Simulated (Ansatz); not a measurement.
## A computed series for BaTiO3: pressure series

Start from BaTiO₃ in the cubic perovskite structure (space group Pm-3m, No. 221; a = 4.019 Å).

Cell and atoms are relaxed at each pressure.

Level of theory: PBE (Ansatz, a program for electronic structure, PAW, without spin-orbit coupling).

```
variant           lattice parameter a  band gap  smallest direct gap
----------------  -------------------  --------  -------------------
base                          4.019 Å   1.78 eV              1.90 eV
pressure −2 GPa               4.036 Å   1.76 eV              1.89 eV
pressure −1 GPa               4.028 Å   1.77 eV              1.90 eV
pressure 0.3 GPa              4.017 Å   1.79 eV              1.91 eV
pressure 0.7 GPa              4.014 Å   1.79 eV              1.91 eV
pressure 1.5 GPa              4.007 Å   1.80 eV              1.91 eV
pressure 3 GPa                3.996 Å   1.82 eV              1.92 eV
pressure 5 GPa                    ___       ___                  ___
pressure 7.5 GPa              3.964 Å   1.87 eV              1.95 eV
pressure 10 GPa               3.947 Å   1.90 eV              1.96 eV
```

**Question.** Fill in the withheld entries from the trend.

**Answer.** 
- pressure 5 GPa, lattice parameter a: 3.981 Å
- pressure 5 GPa, band gap: 1.85 eV
- pressure 5 GPa, smallest direct gap: 1.93 eV

Load acts through the strain it causes; cell and atoms are relaxed under it. Stability against distortions was not tested. Competing high-pressure phases were not computed. All final runs are without spin polarisation. Many cubic perovskites are stable only at high temperature; tilts and polar distortions were not tested. This is not the structure that BaTiO3 has at room temperature and ambient pressure.
